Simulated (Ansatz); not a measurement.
Abridged Ansatz (an electronic-structure program) output:

```
Relaxation: its limit of steps is 60 (relax.max_steps)
Pseudopotential: Si, paw, valence charge 4
Pseudopotential: Ti, paw, valence charge 12
Crystal: 6 atoms, lattice volume = 62.186 Å³
Basis set: ecut = 420 eV, 1217 PW (Γ), exchange–correlation on 90×90×48 points (8 copies of the dense FFT grid, shifted against one another)
Bands: 26, of which v1, the nominal top of the filled ones, is band 20 counted from 1 (19 counted from 0)
Symmetry: 8 space group operations
k-points: 399 of 2548
Functional: x = pbesol(κ = 0.804, μ = 0.12345679012345678), c = pbesol(β = 0.046)
SCF iter   1: F=—  HF=-7433.966127 eV  |F-HF|=—  |Δ(HF+E_count)|=         —  Δρ=9.10e-3  dr2=1.28e-1  ethr=1.77e-3  ⟨swp⟩=6.6  Hψ=54058  notcnv=0  defer=1
SCF iter   2: F=—  HF=-7433.950548 eV  |F-HF|=—  |Δ(HF+E_count)|=   1.56e-2  Δρ=5.32e-3  dr2=5.07e-2  ethr=3.19e-4  ⟨swp⟩=2.0  Hψ=15186  notcnv=0  defer=183
SCF 1 converged in 6 iterations: F = -7433.940783 eV  dr2 = 6.40e-8
relax step   1: F+E_penalty+E_count = -7433.94078346 eV  Δ(F+E_penalty+E_count) = +0.000e0 eV  max|allowed force component| = 1.933e-4 eV/Å  Δτ_max = 0.0000 Å  P = +75.000 GPa  Ω = 62.186 Å³  (6 SCF iters, dr2 threshold 1.00e-7 eV, accepted)
[... steps on the carried basis left out ...]
relax step   9: F+E_penalty+E_count = -7432.09812956 eV  Δ(F+E_penalty+E_count) = +9.008e-7 eV  max|allowed force component| = 3.514e-4 eV/Å  Δτ_max = 0.0000 Å  P = +100.000 GPa  Ω = 58.793 Å³  stress off target by 1.85e-3 GPa  SCF on the basis re-selected at this cell (its energy is not comparable with the rows above)  (10 SCF iters)
SCF converged after 10 iterations
Free energy (F): -7432.098130 eV
Internal energy: -7432.090032 eV  (E = F + TS)
E sigma→0 (E₀):  -7432.094081 eV
Entropy (-TS):   -0.008098 eV (-1.350 meV/atom)
Fermi energy:    19.264820 eV
--- Forces (eV/Å), atoms counted from 1 ---
  atom   1  Si     0.00000000    -0.00035139     0.00000000
  atom   2  Si    -0.00000000     0.00035139    -0.00000000
  atom   3  Si    -0.00000000     0.00000792    -0.00000000
  atom   4  Si     0.00000000    -0.00000792     0.00000000
  atom   5  Ti     0.00000000     0.00006320     0.00000000
  atom   6  Ti    -0.00000000    -0.00006320    -0.00000000
--- Stress (GPa, compression-positive) ---
      100.001414       0.000000       0.000000
        0.000000     100.000474      -0.000000
        0.000000      -0.000000      99.998150
  P = ⅓ Tr σ = 100.0000 GPa (1000.000 kbar)
--- Relaxed structure (7 steps of the walk, 7 accepted, 2 SCFs on fresh bases) ---
  cell:  # Å, volume = 58.7935 Å³
    - [1.5969945755153527, -5.712269775514902, 1.3097778251809024e-17]
    - [1.5969945755153527, 5.712269775514902, -1.3097778251809024e-17]
    - [3.984393178407989e-34, -7.342712187505508e-18, 3.2224568957384965]
  atoms:
    - { symbol: Si, position: [0.9310136435174006, 0.06898635648259943, 0.7500000000000001] }
    - { symbol: Si, position: [0.06898635648259943, 0.9310136435174006, 0.25] }
    - { symbol: Si, position: [0.2504240027648037, 0.7495759972351962, 0.7500000000000001] }
    - { symbol: Si, position: [0.7495759972351962, 0.2504240027648037, 0.25] }
    - { symbol: Ti, position: [0.5971559951668618, 0.40284400483313815, 0.7500000000000001] }
    - { symbol: Ti, position: [0.40284400483313815, 0.5971559951668618, 0.25] }
```

### Question
What was computed, and what are the main results?

### Answer
TiSi2, 6 atoms in the cell, with Ansatz PBEsol, spin-orbit coupling left out, from a series relaxed to a target (pressure 100 GPa). The last SCF converged to F = -7432.098130 eV, or -1238.6830 eV per atom, at a pressure of 100.00 GPa. The total energy compares only with runs of the same code, potentials and settings.

Load acts through the strain it causes; cell and atoms are relaxed under it. Stability against distortions was not tested. Competing high-pressure phases were not computed. The final runs are not spin-polarised. The cell was made from TiSi$_{2}$ (space group Cmcm, No. 63) by this change: pressure 100 GPa.

Keys are those of Ansatz 0.2.
